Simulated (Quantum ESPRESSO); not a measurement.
Equation of state of zinc-blende AlN (space group 216): energy against volume (Quantum ESPRESSO, PBE)

```
CELL_PARAMETERS angstrom
      0.00000     2.15106     2.15106
      2.15106     0.00000     2.15106
      2.15106     2.15106     0.00000
ATOMIC_POSITIONS crystal
  Al 0.00000 0.00000 0.00000
  N  0.75000 0.75000 0.75000
```

Method of the run: PBE, GBRV 1.5 ultrasoft (PBE) pseudopotentials (plane waves; Quantum ESPRESSO). Settings: ecutwfc = 52 Ry; ecutrho = 260 Ry; occupations = smearing; smearing = fermi-dirac; degauss = 0.000734986 Ry; potentials = {Al: al_pbe_v1.uspp.F.UPF, N: n_pbe_v1.2.uspp.F.UPF}; K_POINTS = automatic 13 13 13 0 0 0; conv_thr = 1e-10 Ry; mixing_beta = 0.3. The cell above is the first row's. The rows scale it uniformly. In all rows fractional positions and the k mesh are held. E is the free energy at the stated smearing, counted from the lowest row.

```csv
V (Å^3/atom),E (meV/atom)
9.953,?
10.169,16.47
10.386,5.20
10.602,0.00
10.819,0.32
11.035,5.61
11.251,15.41
11.468,29.29
11.684,46.83
```

### Question
Fit E against V with the third-order Birch-Murnaghan form, a cubic in V^(-2/3), and predict the withheld value at V = 9.953.

### Answer
With u = V^(-2/3) - 0.203, the rows have u = 0.010050, 0.007072, 0.004209, 0.001429, -0.001248, -0.003838, -0.006359, -0.008790. Least squares gives E = 2.544 - 2037.05·u + 341067·u² - 41907·u³. Residuals (row less fit): -0.008, 0.019, -0.009, -0.009, -0.008, 0.021, -0.010, 0.000; standard error 0.017 (degrees of freedom: 4). Its minimum lies at u = 0.002988, so V0 = (0.205988)^(-3/2) = 10.70. There d²E/du² = 681400 and d³E/du³ = -251400, so B0 = (4/9) × 10.70^(-7/3) × 681400 × 0.160218 = 192 GPa (the last factor turns the table's units into GPa), and B0' = 4 + (2/3) × 0.205988 × (-251400)/681400 = 3.9. The program's pressures in the fitted runs (not shown) pass through zero at V = 10.69, 0.06 % from this V0. At the withheld row, u = 0.013121, so E = 2.544 - 2037.05 × 0.013121 + 341067 × 0.013121² - 41907 × 0.013121³ = 34.440 meV/atom. The calculation gives 34.48 meV/atom, 0.040 meV/atom above the prediction (0.1 % of the range of E in the table). The row lies outside the fitted rows, so this is an extrapolation. From the scatter of the fitted rows alone, a prediction at this place has a standard error of 0.051 meV/atom, so the miss is 0.8 times that.

Carrying the step between the two nearest rows on in a straight line would have given 27.69, off by 6.79; series whose last step already gives the withheld value aren't shown. The scan was laid around a cell of about the measured size, scaled by a guess for this functional. This is a metastable polymorph. The runs keep the symmetry of the cell, so they don't test it for distortions. Cutoffs and mesh are single choices, not tested for convergence of this quantity. Series with a scatter that would blur these digits, or in which a gap closes, are not shown. Nor are scans whose minimum lies at an end fitted in this form.
